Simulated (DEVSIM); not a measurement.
Structure: Schottky contact on n-type InP, at 250 K.

Layer 1 from the left is InP, thickness (μm) 2.20, Nd (cm⁻³) 1.3e17, τn (s) 6.6e-10, τp (s) 6.6e-10.

Left contact: Schottky, work function 5.04 eV, emission velocity 1.9e6 cm/s. Right contact: ohmic. Voltage is applied to the left contact. Recombination: SRH at mid-gap, Auger. Mobility is μmin + (μ − μmin)/(1 + (N/Nref)^α).

This is a model device: material constants are rounded textbook-type values typed into the input, and sizes, dopings and lifetimes were drawn at random. Values at 300 K; Nc and Nv go as T^1.5, mobilities as T to minus their exponent, the gap by Varshni's rule with the affinity fixed.

InP: gap (eV) 1.344, affinity (eV) 4.38, permittivity 12.5, Nc (cm⁻³) 5.7e17, Nv (cm⁻³) 1.1e19, μn (cm²/Vs) 5200, μp (cm²/Vs) 170, μn,min 400, μp,min 10, Nref,n 3e17, Nref,p 4.9e17, αn 0.47, αp 0.62, T exponent of μn 2, T exponent of μp 2, Cn (cm⁶/s) 9e-31, Cp (cm⁶/s) 9e-31, Varshni α (eV/K) 0.000363, Varshni β (K) 162.

DEVSIM, 1D drift-diffusion, Boltzmann statistics, complete ionisation; no tunnelling, impact ionisation, image-force lowering or self-heating. Metal contacts follow the ideal Schottky-Mott rule: no Fermi-level pinning, no interface dipoles.

Dark forward current:

```
|V| (V)  |J| (A/cm²)
-------  -----------
0.05        5.989e-8
0.10        6.698e-7
0.15        6.881e-6
0.20        7.012e-5
0.25       0.0007141
0.30        0.007271
0.35         0.07402
0.40          0.7534
0.45           7.662
0.50           77.35
0.55           733.2
0.60            4828
```

### Question
Work out the local ideality factor n = ΔV / (kT/q · ln(J2/J1)) between the rows 0.10 and 0.15 V, 0.55 and 0.60 V.

### Answer
kT/q = 21.54 mV. From 0.10 to 0.15 V: ln(6.881e-6/6.698e-7) = 2.330, n = 1.00, near the 1 of diffusion or emission over a barrier. From 0.55 to 0.60 V: ln(4828/733.2) = 1.885, n = 1.23; the layers' resistance at their doping, Σ W/(qμN) = 2.2e-6 Ω cm², would take 9.2 mV of this step of 50 mV.

### Question
Estimate the current at 0.30 V for emission alone, J0 = q v N_band exp(−φB/kT), and read the barrier back from the simulated current.

### Answer
φB = 0.660 eV, N_band = 4.34e17 cm⁻³, J0 = 6.51e-9 A/cm²; J = J0 (exp(qV/kT) − 1) = 0.00728 A/cm². The simulation gives 0.00727 A/cm², the same within the digits that matter. Read backwards, the simulated current gives an apparent barrier of 0.660 eV. The estimate leaves out transport through the depletion region and minority injection.
